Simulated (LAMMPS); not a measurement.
Quenches at 1e+14 K/s across the composition of Cu (fcc) with a share x of Cu sites Ta; each row starts from its own melt temperature.

Level of theory: classical MD, pair style eam/alloy, file CuTa.eam.alloy; code LAMMPS.

```
x                     density  state
----  -----------------------  -----
0.1   9.50 g/cm³ (one sample)  glass
0.25  11.2 g/cm³ (one sample)  glass
0.5   13.6 g/cm³ (one sample)  glass
0.75  15.3 g/cm³ (one sample)  glass
0.9   16.1 g/cm³ (one sample)  glass
```
